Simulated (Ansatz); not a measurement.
The parent structure is LiNbO3 (space group R3c, No. 161).

```
CELL_PARAMETERS angstrom
      2.56733     1.48225     4.60804
     -2.56733     1.48225     4.60804
      0.00000    -2.96450     4.60804
ATOMIC_POSITIONS crystal
  Li 0.28078 0.28078 0.28078
  Li 0.78078 0.78078 0.78078
  Nb 0.99839 0.99839 0.99839
  Nb 0.49839 0.49839 0.49839
  O  0.10932 0.35998 0.71863
  O  0.71863 0.10932 0.35998
  O  0.35998 0.71863 0.10932
  O  0.21863 0.85998 0.60932
  O  0.85998 0.60932 0.21863
  O  0.60932 0.21863 0.85998
```

Method: PBEsol (Ansatz, a first-principles code; PAW; 420 eV plane waves; without spin-orbit coupling).

Base values:

The pressure is 0.00 GPa.

The change: every lattice vector is stretched by 2.25 %; the atoms relax in the strained cell.

How does this affect the energy relative to the base?

The energy increases by 15 meV/atom.

Predict the new pressure.

The pressure (mean of the normal stresses, compression positive) goes from zero to -6.18 GPa.

What does the calculation give for the largest internal atomic displacement after the change?

The largest internal atomic displacement amounts to 0.075 Å.

Stability against distortions was not tested.
